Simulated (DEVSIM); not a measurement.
Device: Pt/Al2O3/p-Si capacitor, at 400 K.

```tsv
layer (left to right)	material	thickness (nm)	Na (cm⁻³)
1	Al2O3	3.00	-
2	Si	2400	5.7e16
```

Metal gate on the left, work function 5.6 eV. Fixed charge at the semiconductor interface 4.4e10 cm⁻² (in units of +e); no interface traps.

This is a model device: material constants are rounded textbook-type values typed into the input, and sizes, dopings and lifetimes were drawn at random. Values at 300 K; Nc and Nv go as T^1.5, mobilities as T to minus their exponent, the gap by Varshni's rule with the affinity fixed.

| parameter | Al2O3 | Si |
|---|---|---|
| gap (eV) | 6.8 | 1.124 |
| affinity (eV) | 1.35 | 4.05 |
| permittivity | 9 | 11.7 |
| Nc (cm⁻³) | - | 2.86e19 |
| Nv (cm⁻³) | - | 3.1e19 |
| Varshni α (eV/K) | - | 0.000473 |
| Varshni β (K) | - | 636 |

DEVSIM, 1D Poisson equation in equilibrium, Boltzmann statistics, complete ionisation; no quantum confinement or tunnelling. Metal contacts follow the ideal Schottky-Mott rule: no Fermi-level pinning, no interface dipoles.

Base results: flat-band voltage (V) 0.68; capacitance of the dielectric stack (μF/cm²) 2.66; minimum of the low-frequency capacitance (μF/cm²) 0.1000; threshold voltage (band bending 2φF) (V) 1.36.

**Question.** What follows from this one change: interface trap density 0 → 1e+12 cm^-2 eV^-1?

**Answer.** flat-band voltage 0.68 → 0.65 V; capacitance of the dielectric stack little changed (2.66 μF/cm²); minimum of the low-frequency capacitance 0.1000 → 0.240 μF/cm²; threshold voltage (band bending 2φF) little changed (1.37 V).

**Question.** What follows from this one change: temperature 400 → 350 K?

**Answer.** flat-band voltage 0.68 → 0.63 V; capacitance of the dielectric stack little changed (2.66 μF/cm²); minimum of the low-frequency capacitance 0.1000 → 0.0900 μF/cm²; threshold voltage (band bending 2φF) 1.36 → 1.40 V.

**Question.** What follows from this one change: fixed charge 4.4e+10 → 6.044e+12 cm^-2?

**Answer.** flat-band voltage 0.68 → 0.32 V; capacitance of the dielectric stack little changed (2.66 μF/cm²); minimum of the low-frequency capacitance little changed (0.0990 μF/cm²); threshold voltage (band bending 2φF) 1.36 → 1.00 V.

**Question.** What follows from this one change: substrate doping 5.7e+16 → 5.7e+15 cm^-3?

**Answer.** flat-band voltage 0.68 → 0.76 V; capacitance of the dielectric stack little changed (2.66 μF/cm²); minimum of the low-frequency capacitance 0.1000 → 0.0399 μF/cm²; threshold voltage (band bending 2φF) 1.36 → 1.25 V.

**Question.** What follows from this one change: Al2O3 thickness 0.003 → 0.0036 μm?

**Answer.** flat-band voltage little changed (0.68 V); capacitance of the dielectric stack 2.66 → 2.21 μF/cm²; minimum of the low-frequency capacitance little changed (0.0997 μF/cm²); threshold voltage (band bending 2φF) little changed (1.37 V).
